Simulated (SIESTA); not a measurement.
Band structure of Mg (P6_3/mmc, 4 atoms in the cell).

```yaml
crystal:
  lattice:
    - [3.22353, 0.00000, 0.00000]
    - [-1.61176, 2.79166, 0.00000]
    - [0.00000, 0.00000, 10.47055]
  atoms:
    - { symbol: Mg, position: [0.00000, 0.00000, 0.00000] }
    - { symbol: Mg, position: [0.00000, 0.00000, 0.50000] }
    - { symbol: Mg, position: [0.33333, 0.66667, 0.25000] }
    - { symbol: Mg, position: [0.66667, 0.33333, 0.75000] }
```

Computed with GGA PBE, numerical atomic orbitals DZP, PseudoDojo PBE standard norm-conserving potentials (rewritten from UPF to PSML) run with SIESTA 5.4.2.

Settings: XC.functional = GGA; XC.authors = PBE; potentials = PseudoDojo PBE standard; PAO.BasisSize = DZP; PAO.EnergyShift = 0.01 Ry; MeshCutoff = 300 Ry; kgrid.MonkhorstPack = 8 8 3; OccupationFunction = MP; OccupationMPOrder = 0; ElectronicTemperature = 0.1 eV; MaxSCFIterations = 150; SCF.Mixer.Method = Pulay; SCF.Mixer.Weight = 0.2; SCF.Mixer.History = 8.

The starting cell comes from a database of computed structures (which also holds hypothetical and non-ambient phases and stackings), without a prior relaxation at this level. Its lattice was rescaled by a random factor within 2.5 % of one. Values carry the incompleteness of an atom-centred basis.

Levels in eV from the Fermi level, bands 17 to 22:
```
point     17     18     19     20     21     22
-----  -----  -----  -----  -----  -----  -----
Γ      -7.09  -5.70  -5.69  -1.76  -1.41   5.61
M      -2.28  -2.24  -1.17  -1.15  -0.57  -0.54
K      -0.72  -0.67  -0.67   0.13   0.40   0.40
A      -6.74  -6.74  -3.98  -3.98   1.54   1.54
L      -1.96  -1.96  -1.89  -1.89   0.62   0.62
H      -0.41  -0.41  -0.41  -0.41  -0.26  -0.26
```

Bands cross the Fermi level along this path, so the cell is metallic at this level.

Higher empty bands are left out: an atom-centred basis made for the valence describes them poorly.
